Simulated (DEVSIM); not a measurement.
Device: illuminated CdTe p-on-n cell, one wavelength, at 400 K.

Layer 1 from the left is CdTe, thickness (μm) 0.150, Na (cm⁻³) 2.5e18, τn (s) 4.2e-10, τp (s) 9e-11, absorption coefficient (cm⁻¹) 22000. Layer 2 from the left is CdTe, thickness (μm) 5.30, Nd (cm⁻³) 1.4e16, τn (s) 5.6e-10, τp (s) 5.6e-10, absorption coefficient (cm⁻¹) 22000.

Left contact: ohmic, minority electron recombination velocity 600 cm/s. Right contact: ohmic, minority hole recombination velocity 100 cm/s. Voltage is applied to the left contact. Recombination: SRH at mid-gap, radiative, Auger. Light enters at the left, 2.1e18 photons cm⁻² s⁻¹, one pass, no reflection. Mobility is constant in doping.

The device is made up for the run: typed textbook-type constants, with dimensions and the other settings drawn at random. Values at 300 K; Nc and Nv go as T^1.5, mobilities as T to minus their exponent, the gap by Varshni's rule with the affinity fixed.

CdTe: gap (eV) 1.5, affinity (eV) 4.28, permittivity 10.2, Nc (cm⁻³) 8e17, Nv (cm⁻³) 1.8e19, μn (cm²/Vs) 1000, μp (cm²/Vs) 80, T exponent of μn 1.7, T exponent of μp 1.5, B (cm³/s) 1e-10, Cn (cm⁶/s) 1e-30, Cp (cm⁶/s) 1e-30, Varshni α (eV/K) 0.00031, Varshni β (K) 108.

Model (solved in DEVSIM): 1D drift-diffusion, Boltzmann statistics, complete ionisation; no tunnelling, impact ionisation, image-force lowering or self-heating.

Problem. What does the simulation give for the share of generated pairs collected at short circuit, the dark forward voltage at 100 A/cm²?

Solution. share of generated pairs collected at short circuit 0.767; dark forward voltage at 100 A/cm² 1.097 V.
